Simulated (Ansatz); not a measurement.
Input and output of a self-consistent single point for the (001) slab of MoPt2 (cut from a parent of space group no. 71; 6 atoms in the cell) (Ansatz, a program for electronic structure).

Method of the run: PBEsol, default PAW files made with PBE (plane waves; Ansatz).

```yaml
crystal:
  lattice:
    - [2.77129, 0.00000, 0.00000]
    - [0.00000, 3.98396, 0.00000]
    - [0.00000, 0.00000, 20.90661]
  atoms:
    - { symbol: Mo, position: [0.00000, 0.00000, 0.59990] }
    - { symbol: Pt, position: [0.00000, 0.00000, 0.46537] }
    - { symbol: Pt, position: [0.50000, 0.50000, 0.53463] }
    - { symbol: Mo, position: [0.50000, 0.50000, 0.40010] }
    - { symbol: Pt, position: [0.50000, 0.50000, 0.66518] }
    - { symbol: Pt, position: [0.00000, 0.00000, 0.33482] }
```

Reference input (self-consistent single point, DFT, PBEsol, plane waves, default PAW files made with PBE): basis.ecutwfc = 420 eV; kpoints.mp_grid.grid = 9 7 1; hamiltonian.xc = pbesol; hamiltonian.pseudopotentials = {kind: paw} (the program's default PAW files); scf.occupations.method = gaussian; scf.occupations.width = 0.1 eV. This run's input differs from it in these lines:

Ansatz 0.2 input:
```diff
@@ -16,3 +16,3 @@
   mp_grid:
-    grid: [9, 7, 1]
+    grid: [22, 16, 1]
 hamiltonian:
```

Output (repeated stretches shortened):

```
SCF iter   1: F=—  HF=-59328.741945 eV  |F-HF|=—  |Δ(HF+E_count)|=         —  Δρ=6.48e-3  dr2=1.17e-1  ethr=1.77e-3  ⟨swp⟩=7.7  Hψ=27862  notcnv=0
all-band conjugate gradients solve this SCF's bands
preconditioner: auto → LDOS
SCF iter   2: F=—  HF=-59328.738292 eV  |F-HF|=—  |Δ(HF+E_count)|=   3.65e-3  Δρ=4.63e-3  dr2=5.68e-2  ethr=1.17e-4  ⟨swp⟩=2.9  Hψ=16022  notcnv=0  defer=308
   [... lines left out ...]
SCF iter   5: F=—  HF=-59328.726861 eV  |F-HF|=—  |Δ(HF+E_count)|=   3.21e-5  Δρ=8.63e-5  dr2=1.65e-5  ethr=2.70e-7  ⟨swp⟩=3.1  Hψ=11521  notcnv=0  defer=308
SCF iter   6: F=—  HF=-59328.727076 eV  |F-HF|=—  |Δ(HF+E_count)|=   2.15e-4  Δρ=3.24e-5  dr2=3.12e-6  ethr=1.65e-8  ⟨swp⟩=2.3  Hψ=10998  notcnv=0  defer=302
SCF iter   7: F=—  HF=-59328.727075 eV  |F-HF|=—  |Δ(HF+E_count)|=   3.13e-7  Δρ=8.75e-6  dr2=2.54e-7  ethr=3.12e-9  ⟨swp⟩=3.0  Hψ=12278  notcnv=0  defer=291
SCF iter   8: F=-59328.727076 eV  HF=-59328.727076 eV  |F-HF|=3.28e-8  |Δ(HF+E_count)|=   8.90e-8  Δρ=3.90e-6  dr2=5.44e-8  ethr=1.00e-10  ⟨swp⟩=12.5  Hψ=29703  notcnv=0
SCF 1 converged in 8 iterations: F = -59328.727076 eV  dr2 = 5.44e-8
Free energy (F): -59328.727076 eV
Internal energy: -59328.702301 eV  (E = F + TS)
E sigma→0 (E₀):  -59328.714688 eV
Entropy (-TS):   -0.024775 eV (-4.129 meV/atom)
Fermi energy:    5.667840 eV
--- Forces (eV/Å), atoms counted from 1 ---
  atom   1  Mo     0.00000000     0.00000000    -0.10194127
  atom   2  Pt     0.00000000     0.00000000     0.08066685
  atom   3  Pt     0.00000000     0.00000000    -0.08066685
  atom   4  Mo     0.00000000     0.00000000     0.10194127
  atom   5  Pt     0.00000000     0.00000000    -0.97281496
  atom   6  Pt     0.00000000     0.00000000     0.97281496
--- Stress (GPa, compression-positive) ---
       -7.119126       0.000000       0.000000
        0.000000      -8.282038       0.000000
        0.000000       0.000000      -5.040242
  P = ⅓ Tr σ = -6.8138 GPa (-68.138 kbar)
  The stress holds the Pulay correction. Without it, at fixed plane waves, as pw.x and ABINIT print it: P = -6.8327 GPa
```

The run converged in 8 iterations. Against the reference run the free energy is nearly the same (within 1 meV/atom) and the largest force goes from 0.935 to 0.973 eV/Å.

The starting cell comes from a database of computed structures (which also holds hypothetical and non-ambient phases and stackings), without a prior relaxation at this level. The slab is cut from that crystal, and its faces are unrelaxed. Its lattice was rescaled by up to half a per cent. Spin-orbit coupling is off. Spin polarisation is off.

Cost on one core of a shared machine: roughly 60 s.
